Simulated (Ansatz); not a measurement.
Results of r²SCAN+SOC (PAW; Ansatz, a first-principles code) for white tin (β-Sn).

Numerical settings: plane-wave cutoff 560 eV, 20×20×20 k mesh, Fermi–Dirac smearing 0.05 eV, PAW data made under PBE.

Shape and atoms are relaxed at each volume.

Pressure at four volumes; x = ln(V/27.581 Å³). One pressure is withheld.

```json
[
 {"V (Å³/atom)": "26.478", "x": "-0.0408", "P (GPa)": "2.43"},
 {"V (Å³/atom)": "27.581", "x": "0.0000", "P (GPa)": "0.00"},
 {"V (Å³/atom)": "28.133", "x": "0.0198", "P (GPa)": "-1.02"},
 {"V (Å³/atom)": "28.684", "x": "0.0392", "P (GPa)": "?"}
]
```

Question: Pass a parabola P(x) through the three rows shown, estimate the bulk modulus and its pressure derivative near zero pressure, and predict the withheld pressure.

Answer: Slopes between the rows: (0.00 − (2.43))/(0.0000 − (-0.0408)) = -59.56 and (-1.02 − (0.00))/(0.0198 − (0.0000)) = -51.52 GPa. Their difference over the span 0.0606 is c = 8.04/0.0606 = 132.7 GPa, so P(x) = 2.43 + (-59.56)(x − (-0.0408)) + 132.7 (x − (-0.0408))(x − (0.0000)). At the middle row B = −dP/dx = −[-59.56 + 132.7 × 0.0408] = 54.1 GPa, and B′ = dB/dP = 2c/B = 4.9. At x = 0.0392 the parabola gives -1.92 GPa; the run gives -1.92 GPa. The Birch–Murnaghan fit to the energies at all volumes has B0 = 53.9 GPa and B′ = 4.8.

Measured, for comparison: bulk modulus 57.0 GPa (temperature not stated, no zero-point or thermal correction; as tabulated in Chen et al. (2023), arXiv:2209.05059). Computed (rounded) less measured: bulk modulus -5 %.

Note: the bulk modulus comes from volumes at which shape and atoms were relaxed.
